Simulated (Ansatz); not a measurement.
**What Zr → Ti does to SrZrO3**

Start from SrZrO3 in the cubic perovskite structure (space group Pm-3m, No. 221; a = 4.130 Å).

Modification: full substitution Zr → Ti; the structure is relaxed again.

Computed with DFT with PBEsol, PAW potentials and a 420 eV plane-wave cutoff in Ansatz (a quantum-chemistry and plane-wave program), without spin-orbit coupling. Γ-centred 9×9×9 mesh, Fermi–Dirac width 0.05 eV, for the changed cell.

| quantity | base | changed | shift |
|---|---|---|---|
| density | 5.35 g/cm³ | 5.17 g/cm³ | -0.18 g/cm³ |
| lattice parameter a | 4.130 Å | 3.891 Å | -0.239 Å |
| space group | Pm-3m (No. 221) | Pm-3m (No. 221) | – |
| shortest interatomic distance | 2.065 Å | 1.946 Å | -0.119 Å |
| band gap | 3.31 eV | 1.85 eV | -1.453 eV |
| gap character | indirect, R → Γ | indirect, R → Γ | – |
| smallest direct gap | 3.57 eV | 2.19 eV | -1.38 eV |
| width of the top valence band | 0.92 eV | 1.05 eV | +0.13 eV |

Stability against distortions was not tested. All final runs are without spin polarisation. Many cubic perovskites are stable only at high temperature; tilts and polar distortions were not tested.
